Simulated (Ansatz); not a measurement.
# Contacts of TaN-rs

Plane-wave PAW runs of Ansatz (an electronic-structure program) at PBE, 420 eV, without spin–orbit coupling and spin-polarised for magnetic metals alone: periodic stacks cut from bulk faces, the metal strained to the host, one local minimum each, barriers from the potential line-up. PBE gaps are too small, so electron and hole barriers sum to less than measured.

```json
[
 {"metal face": "(1) TaN-rs (001)", "host face": "MgO-rs (001)", "atoms; faces of host | metal; metal's strain (%)": "28; MgO/MgO | NTa/NTa; -3.7", "hole barrier (eV)": "3.90", "electron barrier (eV)": "0.56"},
 {"metal face": "(2) TaN-rs (001)", "host face": "SiC-3C (001)", "atoms; faces of host | metal; metal's strain (%)": "23; Si/Si | NTa/NTa; -0.8", "hole barrier (eV)": "(withheld)", "electron barrier (eV)": "(withheld)"},
 {"metal face": "(3) TaN-rs (110)", "host face": "C-dia (110)", "atoms; faces of host | metal; metal's strain (%)": "96; C/C | NTa/NTa; -1.0", "hole barrier (eV)": "(withheld)", "electron barrier (eV)": "(withheld)"},
 {"metal face": "(4) TaN-rs (110)", "host face": "Si (110)", "atoms; faces of host | metal; metal's strain (%)": "68; Si/Si | NTa/NTa; +1.1", "hole barrier (eV)": "0.19", "electron barrier (eV)": "0.42"}
]
```

**Question.** What belongs in the gaps?

**Answer.** 
- (2) TaN-rs (001), hole barrier (eV): 0.97
- (2) TaN-rs (001), electron barrier (eV): 0.40
- (3) TaN-rs (110), hole barrier (eV): 0.62
- (3) TaN-rs (110), electron barrier (eV): 3.50
